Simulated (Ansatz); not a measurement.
The starting structures come from a database of crystals and need not be the phases stable at ambient conditions.

By PBEsol, the system below comes out a metal.

Input:

```
CaIn
1.0
    3.84337     0.00000     0.00000
    0.00000     3.84337     0.00000
    0.00000     0.00000     3.84337
Ca In
1 1
Direct
  0.00000   0.00000   0.00000
  0.50000   0.50000   0.50000
```

The cell is taken as given; by PBEsol it stands under a pressure of -1.3 GPa.

The current flows along the normal of the first two printed cell vectors, the (001) plane of the conventional cell. No spin-orbit coupling; the value is a mean over 0.1 eV about the Fermi level.

Question: Estimate the ballistic conductance per area that PBEsol run with Ansatz (a program for electronic structure) returns for this system.

Answer: 0.51 × 10¹⁵ S/m² for both spins.
